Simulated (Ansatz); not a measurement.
The parent structure is Zr in the hcp (Mg type) structure (space group P6_3/mmc, No. 194; relaxed with 0.1 eV smearing).

```
CELL_PARAMETERS angstrom
      3.24431     0.00000     0.00000
     -1.62215     2.80965     0.00000
      0.00000     0.00000     5.15800
ATOMIC_POSITIONS crystal
  Zr 0.33333 0.66667 0.75000
  Zr 0.66667 0.33333 0.25000
```

Cartesian axes are those of the cell as printed.

Level of theory: DFT with r2SCAN, PAW potentials and a 500 eV plane-wave cutoff in Ansatz (a quantum-chemistry and plane-wave program), spin-orbit coupling left out.

The change: uniaxial strain ε_xx = +5.71 %, all other strain components held at zero; the atoms relax in the strained cell.

Q: Predict the stress tensor and what it implies for the stiffness.

A: Stress of the strained cell less that of the base (GPa, compression positive):
```
   -6.9     0.0     0.0
    0.0    -3.8     0.0
    0.0     0.0    -3.6
```

Then −Δσ_ii/ε with ε = 0.0571 gives secant stiffness values (nonlinear terms included at this strain): C11 ≈ 121 GPa, C12 ≈ 67 GPa and C13 ≈ 63 GPa.

As a check, the harmonic strain energy −½ V₀ Δσ:ε is 29 meV/atom; the computed energy rise is 31 meV/atom.

No phonon test of stability was made. All final runs are without spin polarisation.
